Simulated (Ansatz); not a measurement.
Cd₂SeS (P3m1, No. 156, 4 atoms in the cell; start mp-1226934): properties by level of theory

| level (code) | lattice constant a (Å) | c axis length (Å) |
|---|---|---|
| PBEsol (Ansatz) | 4.210 | 6.874 |
| r²SCAN (Ansatz) | 4.249 | 6.930 |
| HSE06 (Ansatz) | 4.256 | 6.938 |

Caveats: the relaxation could not lower the start's symmetry, so the cell can be a saddle point above a distorted one (PBEsol, r²SCAN, HSE06). Ansatz's density-functional and Hartree–Fock values are scalar-relativistic unless marked +SOC, with PAW data made under PBE.

The computed numbers hold no vibrational or temperature effects.

A start named mp-… is a Materials Project structure, which need not be a measured phase.

Ansatz is a program for electronic structure.
